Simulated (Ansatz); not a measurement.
The reference is Bi2Te3 in the Bi2Te3 type structure (space group R-3m, No. 166).

```
Bi2Te3
1.0
    2.19778     1.26889    10.46295
   -2.19778     1.26889    10.46295
    0.00000    -2.53778    10.46295
Bi Te
2 3
Direct
  0.39835   0.39835   0.39835
  0.60165   0.60165   0.60165
  0.00000   0.00000   0.00000
  0.21376   0.21376   0.21376
  0.78624   0.78624   0.78624
```

The values are results of plane-wave PAW DFT at the r2SCAN+rVV10 level (Ansatz, a quantum-chemistry and plane-wave program, 500 eV), spin-orbit coupling left out, earlier PAW set, not measurements.

Now apply this change: Se takes the place of Te on all its sites, then cell and atoms are relaxed.

Measured lattice parameter a: Bi2Te3 4.386 Å (temperature not stated; as listed in Xin Luo, Michael B. Sullivan, Su Ying Quek, Physical Review B (2012)); Bi2Se3 4.143 Å (temperature not stated; as listed in Xin Luo, Michael B. Sullivan, Su Ying Quek, Physical Review B (2012)).

Problem. How well does r2SCAN+rVV10 reproduce the measured shift?

Solution. With r2SCAN+rVV10 the lattice parameter a moves by -0.251 Å (4.396 → 4.145) against -0.243 Å measured.

No phonon test of stability was made.
